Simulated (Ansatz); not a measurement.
# A computed series for Os: response to strain

The reference is Os in the hcp (Mg type) structure (space group P6_3/mmc, No. 194; a = 2.7543 Å, c = 4.3474 Å; relaxed with 0.1 eV smearing).

Strains are applied to the cell and any free atomic positions relax.

Level of theory: DFT with PBE, PAW potentials and a 420 eV plane-wave cutoff in Ansatz (an electronic-structure program), without spin-orbit coupling.

Notes on the quantities. energy relative to the base: free energy F.

```json
[
 {"isotropic strain (%)": "-3", "energy relative to the base (meV/atom)": "161.0"},
 {"isotropic strain (%)": "-2.5", "energy relative to the base (meV/atom)": "109.7"},
 {"isotropic strain (%)": "-2", "energy relative to the base (meV/atom)": "68.8"},
 {"isotropic strain (%)": "0", "energy relative to the base (meV/atom)": "0.0"},
 {"isotropic strain (%)": "0.5", "energy relative to the base (meV/atom)": "3.9"},
 {"isotropic strain (%)": "1", "energy relative to the base (meV/atom)": "15.3"},
 {"isotropic strain (%)": "1.5", "energy relative to the base (meV/atom)": "33.9"},
 {"isotropic strain (%)": "2", "energy relative to the base (meV/atom)": "?"},
 {"isotropic strain (%)": "3", "energy relative to the base (meV/atom)": "128.0"}
]
```

Task: Fit ΔE = Aε² + Bε³ (ε in %) to the rows shown and predict the withheld row.

Result: Least squares on the printed values gives A = 16.0 and B = -0.61 meV/atom (largest residual 0.2 meV/atom); this predicts 59.3 meV/atom, and the run gives 59.1 meV/atom, 0.2 lower.

Stability against distortions was not tested. All final runs are without spin polarisation.
